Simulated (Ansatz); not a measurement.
**Ga2O3, response to strain**

Base system: Ga₂O₃ in the corundum structure (space group R-3c, No. 167; a = 4.9499 Å, c = 13.3058 Å (hexagonal axes)). Axes: x lies along a and z along c of the hexagonal cell.

Strains are applied to the cell and any free atomic positions relax.

The values are results of Ansatz (a program for electronic structure), LDA, PAW, cutoff 420 eV, scalar-relativistic without spin-orbit coupling, not measurements.

Notes on the quantities. pressure: mean of the normal stresses, compression positive.

```csv
case,smallest direct gap,electron mass,pressure,band gap,volume per atom
base,3.31 eV,0.24 mₑ (at Γ),0.0 kbar,3.04 eV,9.41 Å³
uniaxial strain ε_xx = −3.00 %,3.57 eV,0.26 mₑ (at Γ),82.0 kbar,3.38 eV,9.13 Å³
uniaxial strain ε_xx = −2.25 %,3.51 eV,0.26 mₑ (at Γ),60.2 kbar,3.30 eV,9.20 Å³
uniaxial strain ε_xx = −1.50 %,3.46 eV,0.25 mₑ (at Γ),39.2 kbar,3.22 eV,9.27 Å³
uniaxial strain ε_xx = −0.75 %,3.39 eV,0.25 mₑ (at Γ),19.2 kbar,3.13 eV,9.34 Å³
```

Masses are band curvatures over ±0.01 Å⁻¹ around the edge. Gaps are Kohn–Sham eigenvalue differences; semilocal functionals usually give less than the measured gap. Stability against distortions was not tested.
